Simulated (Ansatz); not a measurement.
Functionals compared on SiH3 on the 1x1 (100) surface of monoclinic ZrO2 (cut with top plane 2 O), one in a 1x1 cell, started at the site 'bridge O-O (span 5.2 Å)', in Ansatz (plane waves, PAW). The structure was relaxed with PBE; the other rows are single points on it, each with its references at the same level. Cutoff 420 eV (500 eV for r2SCAN). The points keep PBE's geometry, so the relaxation of a polaron and the settling of charge on one site are left out.

Host crystal: monoclinic ZrO2, with a band gap (PBE, scalar-relativistic without spin-orbit coupling).

Set-up: 28 atoms, 9.4 Å thick at the start under the adsorbate (thin: gaps and levels are the slab's own); mesh 4x4x1; 0.01 eV smearing; dipole correction on; 12 atoms held, the rest relaxed; no symmetry held; spin-polarised, ending with about 0.1 μB a cell, a value that depends on the mesh; orders that need a larger cell were not tried, no spin-orbit, no U, no dispersion correction. The slab shows no gap over 0.04 eV on its mesh. At the end it is bonded to O. In PBE this state lies 0.08 eV over the lowest of the starts that converged ('bridge O-O (span 5.4 Å)'). These notes are the PBE run's. r2SCAN: The program's check for a lower electronic state was not made. Adsorption energies are against SiH4(g) − ½ H2(g). A negative adsorption energy means that the adsorbate is more stable on the surface than in its reference.

| functional | adsorption energy (eV) | work function of the top face (eV) | rough cost of the single point |
|---|---|---|---|
| PBE | 0.15 | 2.96 | – |
| RPBE | [?] | [?] | roughly 6 core-minutes |
| r2SCAN | 0.06 | 2.85 | about 7 core-minutes (a rough figure) |

Question: Fill in the missing entries.

Answer: 
- RPBE, adsorption energy (eV): 0.43
- RPBE, work function of the top face (eV): 2.81

Ansatz is a first-principles code.
